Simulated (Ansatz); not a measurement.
# Element substitutions in TiSi2

Base system: TiSi₂ (space group Fddd, No. 70; a = 4.7602 Å, b = 8.1802 Å, c = 8.4999 Å).

Each row replaces one element on all its sites; cell and atoms are relaxed.

Levels (all Ansatz, a quantum-chemistry and plane-wave program, PAW): PBEsol (420 eV, without spin-orbit coupling); r2SCAN (500 eV, no spin-orbit coupling).

Pressures by level, all at the geometries relaxed with PBEsol:

| case | PBEsol | r2SCAN |
|---|---|---|
| base | 0.0 GPa | 1.8 GPa |
| Si → Ni | 0.0 GPa | 2.6 GPa |
| Si → Mg | 0.0 GPa | 1.0 GPa |
| Si → Ge | 0.0 GPa | 2.5 GPa |

Single points use the geometry relaxed with PBEsol. Their cutoffs differ, which shifts pressures a little. No phonon test of stability was made. As relaxed here, TiNi2 and Mg2Ti are hypothetical phases, not in the database extracts checked. Starting moments died away, wholly or in part, for Si → Ni; another magnetic solution may exist. All final runs are without spin polarisation. Mg2Ti has a high density of states at the Fermi level and may be magnetic at this level.
